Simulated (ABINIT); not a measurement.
Input and output of a self-consistent single point for RbTcO4 (I4_1/a, 12 atoms in the cell) (ABINIT).

Level of theory: LDA (PW92), PAW (JTH v2.0 LDA PAW) (plane waves; ABINIT).

The change in words: lattice scaled by 1.015. Reference geometry:
```xyz
12
Lattice="-2.8957 2.8957 6.6247 2.8957 -2.8957 6.6247 2.8957 2.8957 -6.6247" Properties=species:S:1:pos:R:3 pbc="T T T"
Rb     0.0000     2.8957     3.3124
Rb     0.0000     0.0000     0.0000
Tc     0.0000     0.0000     6.6247
Tc     2.8957     0.0000     3.3124
O      1.2556     0.6264     7.6032
O      2.2693     1.2556     4.2908
O      1.6401     2.2693     0.9785
O      3.5221    -1.2556     4.2908
O      1.6401    -0.6264     2.3339
O      3.5221     1.6401    -0.9785
O      4.1514     0.6264     2.3339
O     -0.6264     1.2556     5.6463
```

Reference input (self-consistent single point, DFT, LDA (PW92), plane waves, PAW (JTH v2.0 LDA PAW)): pseudos = [Rb.LDA_PW-JTH.xml, Tc.LDA_PW-JTH.xml, O.LDA_PW-JTH.xml]; ecut = 24 Ha; pawecutdg = 48 Ha; pawxcdev = 0; ixc = 7; occopt = 7; tsmear = 0.05 eV; ngkpt = 3 3 3; nshiftk = 1; shiftk = 0 0 0; potentials = JTH v2.0 LDA PAW; nband = 60. This run's input differs from it in these lines:

```diff
@@ -5,5 +5,5 @@
 rprim
-        -5.4721460795    5.4721460795   12.5189253496
-         5.4721460795   -5.4721460795   12.5189253496
-         5.4721460795    5.4721460795  -12.5189253496
+        -5.5542282234    5.5542282234   12.7067093243
+         5.5542282234   -5.5542282234   12.7067093243
+         5.5542282234    5.5542282234  -12.7067093243
 natom 12
@@ -13,14 +13,14 @@
 xcart
-         0.0000000000    5.4721460795    6.2594626748
+        -0.0000000000    5.5542282234    6.3533546622
          0.0000000000    0.0000000000    0.0000000000
-         0.0000000000    0.0000000000   12.5189253496
-         5.4721460795   -0.0000000000    6.2594626748
-         2.3728319830    1.1837346399   14.3679706237
-         4.2884114396    2.3728319830    8.1085079489
-         3.0993140965    4.2884114396    1.8490452741
-         6.6558807194   -2.3728319830    8.1085079489
-         3.0993140965   -1.1837346399    4.4104174007
-         6.6558807194    3.0993140965   -1.8490452741
-         7.8449780625    1.1837346399    4.4104174007
-        -1.1837346399    2.3728319830   10.6698800755
+         0.0000000000    0.0000000000   12.7067093243
+         5.5542282234    0.0000000000    6.3533546622
+         2.4084244422    1.2014906493   14.5834902915
+         4.3527375741    2.4084244422    8.2301356294
+         3.1458037812    4.3527375741    1.8767809672
+         6.7557188727   -2.4084244422    8.2301356294
+         3.1458037812   -1.2014906493    4.4765736950
+         6.7557188727    3.1458037812   -1.8767809672
+         7.9626526657    1.2014906493    4.4765736950
+        -1.2014906493    2.4084244422   10.8299283571
 ecut 24
```

The program printed (abridged):

```
--- !BeginCycle
solver: {iscf: 17, nstep: 80, nline: 4, wfoptalg: 10, }
tolerances: {tolvrs: 1.00E-12, }
...

     iter   Etot(hartree)      deltaE(h)  residm     nres2
 ETOT  1  -342.38126798180    -3.424E+02 9.326E-02 7.303E+02
 ETOT  2  -343.11040553528    -7.291E-01 9.773E-03 1.603E+03
 ETOT  3  -341.74156772091     1.369E+00 2.642E-02 1.932E+01
 ETOT  4  -341.76953223453    -2.796E-02 1.141E-03 5.980E+00
 ETOT  5  -341.76712108761     2.411E-03 4.121E-04 4.749E-01
   [... 11 lines left out ...]
 ETOT 17  -341.76650068840     2.217E-12 1.085E-05 9.478E-11
 ETOT 18  -341.76650068840     2.046E-12 7.229E-06 1.041E-11
 ETOT 19  -341.76650068840    -3.581E-12 8.507E-06 2.129E-12
 ETOT 20  -341.76650068839     1.154E-11 5.674E-06 1.058E-13
 At SCF step   20       nres2   =  1.06E-13 < tolvrs=  1.00E-12 =>converged.

 Cartesian components of stress tensor (hartree/bohr^3)
  sigma(1 1)=  2.12358397E-04  sigma(3 2)=  0.00000000E+00
  sigma(2 2)=  2.12358397E-04  sigma(3 1)=  0.00000000E+00
  sigma(3 3)=  2.19107204E-04  sigma(2 1)=  0.00000000E+00

 ----iterations are completed or convergence reached----

 reduced coordinates (array xred) for   12 atoms
       0.750000000001      0.250000000001      0.500000000000
       0.000000000001      0.000000000001     -0.000000000000
       0.500000000001      0.500000000001     -0.000000000000
       0.250000000001      0.750000000001      0.500000000000
       0.682010000002      0.790659999999      0.324970000000
       0.540659999999      0.715690000000      0.608649999997
   [... lines left out ...]
 Fermi (or HOMO) energy (eV) =   0.95076   Average Vxc (eV)=  -9.00514
   [... lines left out ...]
'-kT*entropy'       : -6.25404381960099E-18
total_energy        : -3.41766500769357E+02
total_energy_eV     : -9.29993944292397E+03
...

-Cartesian components of stress tensor (GPa)         [Pressure= -6.3140E+00 GPa]
- sigma(1 1)=  6.24779869E+00  sigma(3 2)=  0.00000000E+00
- sigma(2 2)=  6.24779869E+00  sigma(3 1)=  0.00000000E+00
- sigma(3 3)=  6.44635543E+00  sigma(2 1)=  0.00000000E+00

 Calculation completed.
```

The run converged in 20 iterations. Against the reference run the free energy rises by 21.1 meV/atom, the pressure goes from -1.98 to -6.31 GPa, the largest force goes from 0.046 to 1.163 eV/Å and the gap on the mesh goes from 3.569 to 3.368 eV.

The starting cell comes from a database of computed structures (which also holds hypothetical and non-ambient phases and stackings), without a prior relaxation at this level. For this run, on top of that: lattice scaled by 1.015. Forces in this geometry exceed 1 eV/Å.

Cost on one core of a shared machine: roughly 10 min.
